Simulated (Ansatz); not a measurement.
For Al₂Cu (P4/mmm, No. 123, 3 atoms in the cell; start mp-12794; another space group than a measured phase of this formula), LDA (Ansatz, a first-principles code, plane waves, PAW) gives:

| Item | Value |
|---|---|
| lattice parameter a | 4.052 Å |
| lattice parameter c | 2.810 Å |
| enthalpy of formation | -0.050 eV/atom |

Q: What does PBEsol (plane waves, PAW; Ansatz) give for the same quantities?

A: 
- lattice constant a: 4.094 Å (goes up by 1.0 %)
- lattice parameter c: 2.835 Å (grows by 0.9 %)
- formation enthalpy: -0.028 eV/atom (moves by +0.022 eV/atom)

Changes are worked out from the printed values.

Unless a cell is named, each level is at its own relaxed cell (LDA 15.38, PBEsol 15.84 Å³/atom).

Caveats: the relaxation could not lower the start's symmetry, so the cell can be a saddle point above a distorted one (LDA, PBEsol). Ansatz's density-functional and Hartree–Fock values are scalar-relativistic unless marked +SOC, with PAW data made under PBE.

A start named mp-… is a Materials Project structure, which need not be a measured phase.
